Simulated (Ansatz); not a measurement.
NaF (model structure, started from the NiAs type, P6₃/mmc, No. 194, 4 atoms in the cell) was calculated with r²SCAN in Ansatz (plane waves, PAW).

Run with plane-wave cutoff 560 eV, 12×12×6 k mesh (along the axes of the cell as run), Fermi–Dirac smearing 0.01 eV, scalar-relativistic PAW data made under PBE.

Cell (relaxed with PBEsol):

```cif
data_F2Na2
_chemical_formula_sum 'Na2 F2'
_space_group_name_H-M_alt 'P 1'
_space_group_IT_number 1
_cell_length_a 3.20152
_cell_length_b 3.20152
_cell_length_c 5.61390
_cell_angle_alpha 90.000
_cell_angle_beta 90.000
_cell_angle_gamma 120.000
loop_
_space_group_symop_operation_xyz
  'x, y, z'
loop_
_atom_site_label
_atom_site_type_symbol
_atom_site_fract_x
_atom_site_fract_y
_atom_site_fract_z
_atom_site_occupancy
Na1 Na 0.00000 0.00000 0.00000 1
Na2 Na 0.00000 0.00000 0.50000 1
F1 F 0.33333 0.66667 0.25000 1
F2 F 0.66667 0.33333 0.75000 1
```

**Question.** Predict the band gap.

**Answer.** 
* **band gap**: 7.05 eV (direct)

Note: the relaxation could raise the start's symmetry but not lower it, so the cell can be a saddle point; cell and atoms aren't relaxed at this level (pressure -1.2 GPa).

Static lattice: no zero-point or thermal effects.

Computing time: roughly 15 core-seconds.

A model structure was made by putting elements into a prototype or built by hand; it is no filed structure, need not be a known phase, and can be a saddle point held by its symmetry.

Ansatz is an electronic-structure program.
